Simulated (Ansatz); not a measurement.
Ni₃Ge under load (space group R-3m): band-structure transport figures

Consider the following.

```
Ni3Ge
1.0
    3.52163    -0.00962    -0.00962
   -0.00962     3.52163    -0.00962
   -0.00962    -0.00962     3.52163
Ni Ge
3 1
Cartesian
  1.75600  -0.00962   1.75600
 -0.00962   1.75600   1.75600
  1.75600   1.75600  -0.00962
  0.00000   0.00000   0.00000
```

Calculation: PBEsol, rigid bands (plane waves, PAW, scalar-relativistic; Ansatz, an electronic-structure program). Condition of this run: uniaxial stress along [111] of 2 GPa (compression positive) (the target of the relaxation). Geometry: cell and atoms relaxed with PBEsol, then loaded as said.

density of states at the Fermi level: 2.25 states/(eV·cell), both spins
bare Sommerfeld coefficient: 1.32 mJ/(mol of atoms·K²)
Drude plasma energy: 1.78 eV
root-mean-square Fermi velocity: 1.5e5 m/s
resistivity times τ: 154 ×10⁻²² Ω·m·s

A metal at this level (no band gap); rigid bands, thermally averaged at 300 K, both spins. Spin-orbit coupling is left out. τ is one relaxation time for all states.

Treated as nonmagnetic (a ferromagnetic start lost its moment, other orders weren't tried): Ni3Ge under load (space group R-3m).
